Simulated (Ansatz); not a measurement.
Partial pair distribution functions of a relaxed model of amorphous Mo16Si32, broadened by 0.06 Å; density 5.66 g/cm³. These are PBE, scalar-relativistic without spin-orbit coupling (plane waves to 420 eV, PAW; Ansatz, an electronic-structure program) values and carry that method's errors.

It comes from a melt-quench run on a machine-learned potential (CHGNet), relaxed afterwards by DFT. The hot cell started wider than the set density and was brought back towards it in steps. It is the lowest in DFT energy of 2 quenches. It is a model cell: composition and starting density were chosen by hand, and all elements were melted together. No dispersion term was used. Its density started from a set value of 5.63 and ended at 5.66 g/cm³. Cooling (nominally 200 K/ps over its main leg) ran many orders faster than in experiment, which tends to leave more defects and strain. One small periodic cell is one sample of the glass; other quenches scatter about these values. Volume and shape were free in the relaxation. On a 2×2×2 Γ-centred mesh force components of up to 0.28 eV/Å stay, since the relaxation ran on one k-point at (1/4, 1/4, 1/4).

| r (Å) | g Mo-Si | g Si-Si | g Mo-Mo |
|---|---|---|---|
| 2.20 | 0.00 | 0.01 | 0.00 |
| 2.30 | 0.11 | 0.35 | 0.00 |
| 2.40 | 1.68 | 1.85 | 0.00 |
| 2.50 | 5.79 | 2.83 | 0.00 |
| 2.60 | 7.64 | 2.24 | 0.02 |
| 2.70 | 3.53 | 1.49 | 0.35 |
| 2.80 | 1.15 | 1.47 | 0.97 |
| 2.90 | 0.66 | 1.26 | 1.07 |
| 3.00 | 0.42 | 0.81 | 1.52 |
| 3.10 | 0.36 | 0.82 | 3.18 |
| 3.20 | 0.20 | 0.61 | 4.01 |
| 3.30 | 0.10 | 1.12 | 2.14 |
| 3.40 | 0.09 | 0.98 | 1.41 |
| 3.50 | 0.26 | 0.83 | 0.71 |
| 3.60 | 0.49 | 0.71 | 0.20 |
| 3.70 | 0.30 | 0.87 | 0.11 |
| 3.80 | 0.36 | 0.91 | 0.19 |
| 3.90 | 0.42 | 1.38 | 0.04 |
| 4.00 | 0.71 | 1.41 | 0.21 |
| 4.10 | 0.79 | 0.69 | 0.62 |
| 4.20 | 1.01 | 0.61 | 0.86 |
| 4.30 | 1.32 | 1.01 | 0.87 |
| 4.40 | 1.44 | 0.90 | 1.67 |

Within 3.26 Å each Mo has 8.31 Si neighbours on average.
